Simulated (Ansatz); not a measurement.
Functionals compared on a constructed model of the (111)A surface of 3C silicon carbide, Si-terminated, full Sb adlayer on top sites (bottom of the slab: 1 H on 1 bottom site), in Ansatz (plane waves, PAW). The structure was relaxed with PBE; the other rows are single points on it. Cutoff 420 eV (500 eV for r2SCAN).

Slab: 10 atoms, 11.9 Å thick at the start with caps and adatoms (thin: gaps and levels are the slab's own); k 10x10x1, smearing 0.025 eV, dipole-corrected; 2 atoms held, the rest relaxed; start symmetry kept, larger cells not searched; no spin (no spin-polarised run to compare, though such a face may carry moments), no spin-orbit, no U. The slab shows no gap on its mesh. It is one candidate, not shown to be the stable structure of the face. These notes are the PBE run's.

```tsv
functional	work function of the top face (eV)	rough cost of the single point
PBE	3.75	–
r2SCAN	…	roughly 40 core-seconds
```

### Question
Complete the blanks.

### Answer

- r2SCAN, work function of the top face (eV): 3.85

Ansatz is an electronic-structure program.
